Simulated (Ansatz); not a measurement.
Consider the following.

```yaml
crystal:
  lattice:
    - [4.19304, 0.00000, 0.00000]
    - [-2.09652, 3.63128, 0.00000]
    - [0.00000, 0.00000, 6.92254]
  atoms:
    - { symbol: Mg, position: [0.66667, 0.33333, 0.50041] }
    - { symbol: Mg, position: [0.33333, 0.66667, 0.00041] }
    - { symbol: Se, position: [0.66667, 0.33333, 0.87459] }
    - { symbol: Se, position: [0.33333, 0.66667, 0.37459] }
```

Method: PBEsol with spin-orbit coupling, rigid bands (plane waves, PAW; Ansatz, a program for electronic structure). Condition of this run: uniaxial stress zz = -1 GPa (compression positive) (the target of the relaxation). Cell: cell and atoms relaxed with PBEsol, then loaded as said.

### Question
What conductivity effective mass do dilute electrons have at 300 K?

### Answer
0.20 (x), 0.20 (y), 0.183 (z) mₑ.

### Question
Predict the hole conductivity mass (n e² τ/σ) at 300 K, by direction if it differs.

### Answer
1.47 (x), 1.47 (y), 2.2 (z) mₑ.

### Question
And the band gap?

### Answer
2.39 eV at this level; semilocal functionals usually fall short of the measured gap.

Rigid bands, one relaxation time for all states, no polarons.
